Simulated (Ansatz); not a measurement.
## PtTe₂ (space group P-3m1, No. 164; layered)

```cif
data_PtTe2
_chemical_formula_sum 'Te2 Pt1'
_space_group_name_H-M_alt 'P-3m1'
_space_group_IT_number 164
_space_group_name_Hall '-P 3 2"'
_cell_length_a 4.05231
_cell_length_b 4.05231
_cell_length_c 5.09639
_cell_angle_alpha 90.000
_cell_angle_beta 90.000
_cell_angle_gamma 120.000
loop_
_atom_site_label
_atom_site_type_symbol
_atom_site_symmetry_multiplicity
_atom_site_Wyckoff_symbol
_atom_site_fract_x
_atom_site_fract_y
_atom_site_fract_z
_atom_site_occupancy
Te1 Te 2 d 0.33333 0.66667 0.26693 1
Pt1 Pt 1 a 0.00000 0.00000 0.00000 1
```

Calculations: PBE-D3(BJ) (Ansatz, a first-principles code, PAW, no spin-orbit coupling). Settings: 13×13×9 k-points, 0.05 eV Fermi–Dirac smearing.

```json
{
 "volume_per_atom": "24.16 Å³",
 "density": "10.32 g/cm³",
 "band_gap": "zero",
 "total_energy": "-8828.580 eV/atom (σ→0; compares only within this code and set-up)"
}
```

Whether these cells are dynamically stable was not tested. All final runs are without spin polarisation.
